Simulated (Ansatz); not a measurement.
**PBE against r2SCAN: HfO2, pressure 7.5 GPa**

Base system: HfO2 (space group P4_2/nmc, No. 137; a = 3.6048 Å, c = 5.2650 Å).

(Cell as relaxed with PBE.)

Levels (all Ansatz, an electronic-structure program, PAW, earlier PAW set): PBE (420 eV, no SOC); r2SCAN (500 eV, scalar-relativistic without spin-orbit coupling).

Each level relaxes its own structure.

```csv
base,PBE,r2SCAN
volume per atom,11.40 Å³,11.10 Å³
lattice parameter a,3.605 Å,3.577 Å
band gap,4.67 eV,5.27 eV
```

Now apply this change: cell and atoms relaxed at a pressure of 7.5 GPa.

| quantity | PBE | r2SCAN |
|---|---|---|
| lattice parameter a | 3.570 Å | 3.545 Å |
| shift of the gap caused by the change | -0.03 eV | -0.06 eV |
| band gap | 4.64 eV | 5.21 eV |
| electron mass | 1.1 mₑ along c, 0.82 mₑ across (at Γ) | 1.0 mₑ along c, 0.84 mₑ across (at Γ) |
| c/a ratio | 1.446 | 1.443 |

PBE's lattice parameter a lies 0.025 Å above r2SCAN's (0.7 %); PBE's shift of the gap caused by the change lies 0.03 eV above r2SCAN's; PBE's band gap lies 0.563 eV below r2SCAN's; PBE's c/a ratio lies 0.003 above r2SCAN's. Neither level is exact; r2SCAN is the comparison here, not a measurement.

With Hf present, leaving out spin-orbit coupling can change the band edges. Load acts through the strain it causes; cell and atoms are relaxed under it. Effective masses come from finite differences of ±0.01 Å⁻¹. Whether these cells are dynamically stable was not tested. No other phases were tried under pressure. This is not the structure that HfO2 has at room temperature and ambient pressure.
